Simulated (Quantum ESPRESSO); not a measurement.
Quantum ESPRESSO run on RbBr (Fm-3m, 2 atoms in the cell): self-consistent single point.

Computed with PBE, spin-orbit coupling, PseudoDojo fully relativistic norm-conserving (PBE) pseudopotentials (plane waves; Quantum ESPRESSO).

```yaml
crystal:
  lattice:
    - [0.00000, 3.44500, 3.44500]
    - [3.44500, 0.00000, 3.44500]
    - [3.44500, 3.44500, 0.00000]
  atoms:
    - { symbol: Rb, position: [0.00000, 0.00000, 0.00000] }
    - { symbol: Br, position: [0.50000, 0.50000, 0.50000] }
```

Reference input (self-consistent single point, DFT, PBE, plane waves, GBRV 1.5 ultrasoft (PBE) pseudopotentials): ecutwfc = 40 Ry; ecutrho = 200 Ry; occupations = smearing; smearing = fermi-dirac; degauss = 0.00147 Ry; potentials = {Rb: rb_pbe_v1.uspp.F.UPF, Br: br_pbe_v1.4.uspp.F.UPF}; K_POINTS = automatic 8 8 8 0 0 0; conv_thr = 1e-10 Ry. This run's input differs from it in these lines:

```diff
@@ -13,4 +13,3 @@
     ntyp = 2,
-    ecutwfc = 40,
-    ecutrho = 200,
+    ecutwfc = 50,
     occupations = 'smearing',
@@ -18,2 +17,4 @@
     degauss = 0.00147,
+    noncolin = .true.,
+    lspinorb = .true.,
 /
@@ -23,4 +24,4 @@
 ATOMIC_SPECIES
-Rb    85.4678  rb_pbe_v1.uspp.F.UPF
-Br    79.9040  br_pbe_v1.4.uspp.F.UPF
+Rb    85.4678  Rb.upf
+Br    79.9040  Br.upf
 CELL_PARAMETERS {angstrom}
```

Output, abridged:

```
     Self-consistent Calculation

     iteration #  1     ecut=    50.00 Ry     beta= 0.70

---- Real-time Memory Report at c_bands before calling an iterative solver
           141 MiB given to the printing process from OS
           115 MiB allocation reported by mallinfo(arena+hblkhd)
------------------

     Threshold (ethr) on eigenvalues was too large:
     Diagonalizing with lowered threshold

---- Real-time Memory Report at c_bands before calling an iterative solver
           154 MiB given to the printing process from OS
           120 MiB allocation reported by mallinfo(arena+hblkhd)
------------------

   [... lines left out ...]

---- Real-time Memory Report at c_bands before calling an iterative solver
           196 MiB given to the printing process from OS
           166 MiB allocation reported by mallinfo(arena+hblkhd)
------------------

     total energy              =     -85.88409730 Ry
     estimated scf accuracy    <          1.5E-10 Ry

     iteration #  9     ecut=    50.00 Ry     beta= 0.70

---- Real-time Memory Report at c_bands before calling an iterative solver
           199 MiB given to the printing process from OS
           169 MiB allocation reported by mallinfo(arena+hblkhd)
------------------
     End of self-consistent calculation

     the Fermi energy is     2.3456 ev

!    total energy              =     -85.88409730 Ry
     estimated scf accuracy    <          7.7E-13 Ry
     smearing contrib. (-TS)   =       0.00000000 Ry
     internal energy E=F+TS    =     -85.88409730 Ry

     convergence has been achieved in   9 iterations

     Forces acting on atoms (cartesian axes, Ry/au):

     atom    1 type  1   force =     0.00000000   -0.00000000   -0.00000000
     atom    2 type  2   force =    -0.00000000    0.00000000    0.00000000

     Total force =     0.000000     Total SCF correction =     0.000000

          total   stress  (Ry/bohr**3)                   (kbar)     P=        7.52
   0.00005112  -0.00000000  -0.00000000            7.52       -0.00       -0.00
  -0.00000000   0.00005112  -0.00000000           -0.00        7.52       -0.00
  -0.00000000  -0.00000000   0.00005112           -0.00       -0.00        7.52

   JOB DONE.
```

The run converged in 9 iterations. Against the reference run the pressure hardly changes (0.73 to 0.75 GPa) and the gap on the mesh goes from 4.325 to 4.163 eV. The full log also holds: “c_bands:  2 eigenvalues not converged”.

The starting cell has typed, rounded lattice constants, without a prior relaxation at this level.

Cost on one core of a shared machine: roughly 70 s.
